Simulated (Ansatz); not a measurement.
Troubleshooting Ansatz (an electronic-structure program): a failed run on NbPd4 (R-3m, 5 atoms in the cell). The aim is a self-consistent single point with DFT, LDA (PW92), plane waves, default PAW files made with PBE.

Cell that was meant: a = 11.6112 Å, b = 11.6112 Å, c = 11.6112 Å, α = 14.03°, β = 14.03°, γ = 14.03°.

Part of the input:

```yaml
    - [-1.41760000, 0.81845200, 11.49526700]
    - [0.00000000, -1.63690300, 11.49526700]
  atoms:
    - { element: Nb, position: [0.00000000, 0.00000000, 0.00000000] }
    - { symbol: Pd, position: [0.39938300, 0.39938300, 0.39938300] }
    - { symbol: Pd, position: [0.60061700, 0.60061700, 0.60061700] }
    - { symbol: Pd, position: [0.80008700, 0.80008700, 0.80008700] }
```

Output, abridged:

```
Error: YAML parse error: error: line 8 column 9: unknown field `element`, expected one of symbol, position, position_ang, spin, spin_axis, wyckoff
  --> <input>:8:9
   |
 6 |     - [0.00000000, -1.63690300, 11.49526700]
 7 |   atoms:
 8 |     - { element: Nb, position: [0.00000000, 0.00000000, 0.00000000] }
   |         ^ unknown field `element`, expected one of symbol, position, position_ang, spin, spin_axis, wyckoff
 9 |     - { symbol: Pd, position: [0.39938300, 0.39938300, 0.39938300] }
10 |     - { symbol: Pd, position: [0.60061700, 0.60061700, 0.60061700] }
   |
```

Question: From the messages shown, name the fault and mend the input.

Answer: The program does not know the word element. To fix it, write symbol. The program stopped before any SCF iteration.

An input that runs soundly differs in these lines (not the only fix; some lines may just follow from the change or write a value another way):
```diff
-    - { element: Nb, position: [0.00000000, 0.00000000, 0.00000000] }
+    - { symbol: Nb, position: [0.00000000, 0.00000000, 0.00000000] }
```

With that input, the run converged in 8 iterations: free energy E − TS (on the zero of these files) -31821.4558 eV; Fermi level (on the code's own zero) 18.23 eV; pressure -14.87 GPa; largest force (vector length) 0.093 eV/Å (DFT, LDA (PW92), plane waves, default PAW files made with PBE).

On the sound input: the starting cell comes from a database of computed structures (which also holds hypothetical and non-ambient phases and stackings), without a prior relaxation at this level. Spin polarisation is off. With a pressure of about -15 GPa the cell is away from its equilibrium volume at this level. Ansatz's pressure includes its estimate of the finite-basis (Pulay) stress.
